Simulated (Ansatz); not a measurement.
**H2O on the 1x1 (100) surface of monoclinic HfO2 (cut with top plane 2 O), one in a 1x1 cell, started at the site 'over Hf at depth 1.0 Å'**

Host crystal: monoclinic HfO2, with a band gap (PBE, scalar-relativistic without spin-orbit coupling).

All values below come from r2SCAN, at the PBE geometry (plane waves to 500 eV, PAW; Ansatz, a quantum-chemistry and plane-wave program).

Model: 27-atom slab, 9.3 Å thick at the start under the adsorbate (thin: gaps and levels are the slab's own), 4x4x1 mesh, Fermi-Dirac 0.01 eV, dipole correction, single point; no symmetry held, on the structure that PBE left; no spin, no spin-orbit, no U, no dispersion correction. At the end it is bonded to Hf + O. In PBE it is, or lies within 0.03 eV of, the lowest of the starts that converged; the order may differ at this level.

The energy of the end state, in which the adsorbate came apart, against H2O(g) at the same level comes out as -1.89 eV, the gap of the slab on its k-mesh is 4.21 eV and the highest filled level below the top vacuum level is 6.52 eV. The change of the step from the bottom to the top vacuum level, against the clean slab is -1.05 eV and the height of the binding atom over the mean of the host atoms within 0.3 Å of the top one is 0.628 Å. The caution is the clean host was not checked against rearrangement in a larger or rattled cell, the note is in the relaxation the adsorbate left its starting site by 1.4 Å and the cost is very roughly 4 core-minutes.

A negative adsorption energy means that the adsorbate is more stable on the surface than in its reference.
